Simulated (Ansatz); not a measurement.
The parent structure is Os in the hcp (Mg type) structure (space group P6_3/mmc, No. 194; a = 2.754 Å, c = 4.347 Å; relaxed with 0.1 eV smearing).

Calculations: Ansatz (an electronic-structure program) PBE, scalar-relativistic without spin-orbit coupling.

For the base:

* **Pressure**: 0.0 GPa
* **Band gap**: zero

Modification: an isotropic linear strain of +1.50 %; the atoms relax in the strained cell.

Q: Estimate the effect on the pressure.

A: The pressure (mean of the normal stresses, compression positive) goes from zero to -15.9 GPa.

Q: What happens to the energy relative to the base?

A: The energy rises by 34 meV/atom.

Q: What happens to the band gap?

A: The band gap is still zero.

No phonon test of stability was made. The final runs are not spin-polarised.
